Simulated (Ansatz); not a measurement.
Li₃OCl (Pm-3m, No. 221; start mp-985585), treated with G0W0@PBEsol (Ansatz, a program for electronic structure, plane waves, hard PAW, contour deformation).

The cell is the one relaxed with PBEsol. Conventional cell: a = 3.8398 Å, b = 3.8398 Å, c = 3.8398 Å, α = 90.00°, β = 90.00°, γ = 90.00°.

The quasiparticle gap at Γ at a fixed k mesh 2×2×2:

```csv
response cutoff,value (eV)
"250 eV, 934 empty bands",7.797
"300 eV, 1227 empty bands",7.830
"400 eV, 1889 empty bands",7.864
"500 eV, 2640 empty bands",7.880
```

Task: Taking the value to converge with the response cutoff E as E^(−3/2), extrapolate from the last two rows.

Result: With y = y∞ + c/w and weights w = 8000 and 11180 for the last two rows, y∞ = (w2 y2 − w1 y1)/(w2 − w1) = (11180 × 7.880 − 8000 × 7.864)/3180 = 7.920 eV, which lies 0.040 beyond the last row. Successive pairs of rows give 7.935, 7.927, 7.920. The limit also hangs on the law assumed, so its last digits aren't firm.

The other settings are not extrapolated, so this is the limit in one setting alone.

The smallest gap on this mesh is 7.22 eV, away from Γ.

A start named mp-… is a Materials Project structure, which can be a computed phase never made.
